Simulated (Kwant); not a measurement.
Kwant, one-band effective-mass tight-binding model in one dimension, coherent, no space charge.

Device: Ge/Si0.2Ge0.8 stack with 1 barrier. One parabolic valley. Leads of mass 0.12 mₑ with the band edge at 0; grid 0.1 nm; bias 0 V, dropping linearly over the stack.

```json
[
 {"layer": "1", "thickness (nm)": "3.1", "band offset (eV)": "0.12", "mass (mₑ)": "0.14"}
]
```

Constants are typed, rounded textbook-type inputs, not results; the design itself was drawn at random and stands for no fabricated device.

Sweep values stay those of the base run.

One input was changed, with this effect: transmission at E = 43.75 meV 0.13 → 0.23; mean transmission over the sweep 0.33 → 0.50; transmission at E = 180.0 meV 0.69 → 0.89; transmission at E = 134.6 meV 0.51 → 0.76.

### Question
Which change was it?
A. thickness of the first barrier 3.1 → 2.5 nm
B. height of the first barrier 0.12 → 0.072 eV
C. mass in the first barrier 0.14 → 0.084 mₑ

### Answer
C, mass in the first barrier 0.14 → 0.084 mₑ
